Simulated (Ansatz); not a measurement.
Results of dielectric-dependent PBEsol hybrid in Ansatz (plane waves, PAW) for HgTe (P3₂21, No. 154, 6 atoms in the cell; start mp-1071269; a measured phase of this formula has another space group).

Input:

Ansatz 0.2 input:
```yaml
crystal:
  lattice:
    - [4.5128089675, 0.0, 0.0]
    - [-2.2564044838, 3.9082072083, 0.0]
    - [0.0, 0.0, 10.1560714779]
  atoms:
    - { symbol: Hg, position: [0.6437760774, 0.6437760774, 0.0] }
    - { symbol: Hg, position: [0.3562239226, 0.0, 0.6666666667] }
    - { symbol: Hg, position: [0.0, 0.3562239226, 0.3333333333] }
    - { symbol: Te, position: [0.5411930891, 0.5411930891, 0.5] }
    - { symbol: Te, position: [0.4588069109, 0.0, 0.1666666667] }
    - { symbol: Te, position: [0.0, 0.4588069109, 0.8333333333] }
  host: atoms
basis:
  ecutwfc: 460
  ecutrho_ratio: 4
  xc_grid: 2
kpoints:
  mp_grid: { grid: [6, 6, 2] }
hamiltonian:
  xc:
    exchange: pbesol
    correlation: pbesol
    exx: { coeff: inverse_dielectric }
  dispersion: none
  pseudopotentials: { azcp: { folder: ./paw }, kind: paw }
scf:
  occupations: { method: fermi_dirac, width: 0.01 }
  convergence: { dr2_threshold: 0.0000000006 }
output:
  forces: true
  stress: true
  eigenvalues: true
```

Output (set-up and result lines):

```
WARN output.stress: scf.exx.energy_threshold = 1e-6 eV is looser than the 6e-8 eV advised for a stress under a hybrid functional (1e-8 eV for each atom of the …
Crystal: 6 atoms, lattice volume = 179.123 Å³
Basis set: ecut = 460 eV, 4049 PW (Γ), exchange–correlation on 64×64×144 points (8 copies of the dense FFT grid, shifted against one another)
Bands: 65, of which v1, the nominal top of the filled ones, is band 54 counted from 1 (53 counted from 0)
Symmetry: 6 space group operations
Space group: P3221 (ITA 154), of the structure as read, at distance tolerance 5.6e-5 Å
k-points: 14 of 72 (time reversal used)
Initial density: superposition of atomic densities (chi_scale 0.1, normalization cell, long waves kept (reshape's long-wave potential 0.00 eV rms))
SCF iter   1: F=—  HF=-61715.578603 eV  |F-HF|=—  |Δ(HF+E_count)|=         —  Δρ=2.33e-2  dr2=1.35e0
SCF iter   2: F=—  HF=-61715.392446 eV  |F-HF|=—  |Δ(HF+E_count)|=   1.86e-1  Δρ=1.14e-2  dr2=1.78e-1
  ...
Crystal: 6 atoms, lattice volume = 179.123 Å³
Initial density: handed on by an earlier stage of this run
Functional: x = 0.9500070294478163 pbesol(κ = 0.804, μ = 0.12345679012345678) + 0.049992970552183706 exact, c = pbesol(β = 0.046)
Crystal: 6 atoms, lattice volume = 179.123 Å³
SCF iter   2: F=—  HF=-61755.133320 eV  |F-HF|=—  |Δ(HF+E_count)|=   4.66e-9  Δρ=8.49e-7  dr2=1.04e-9
SCF iter   3: F=-61755.133320 eV  HF=-61755.133320 eV  |F-HF|=7.28e-12  |Δ(HF+E_count)|=  1.46e-11  Δρ=1.33e-7  dr2=2.80e-10
SCF 3 converged in 3 iterations: F = -61755.133320 eV  dr2 = 2.80e-10
Free energy (F): -61755.133320 eV
Internal energy: -61755.133320 eV  (E = F + TS)
E sigma→0 (E₀):  -61755.133320 eV
Fermi energy:    10.475636 eV
--- Forces (eV/Å), atoms counted from 1 ---
  atom   1  Hg     0.00909211     0.01574800    -0.00000000
  atom   2  Hg    -0.01818422    -0.00000000     0.00000000
  atom   3  Hg     0.00909211    -0.01574800    -0.00000000
  atom   4  Te    -0.02575827    -0.04461463     0.00000000
  atom   5  Te     0.05151654     0.00000000    -0.00000000
  atom   6  Te    -0.02575827     0.04461463     0.00000000
--- Stress (GPa, compression-positive) ---
       -0.111035       0.000000      -0.000000
        0.000000      -0.111035      -0.000000
       -0.000000      -0.000000      -0.092025
  P = ⅓ Tr σ = -0.1047 GPa (-1.047 kbar)
```

The PAW data were made under PBE.

Note: cell and atoms aren't relaxed at this level (largest force component 0.05 eV/Å).

A start named mp-… is a Materials Project structure, which need not be a measured phase.

Ansatz is a quantum-chemistry and plane-wave program.
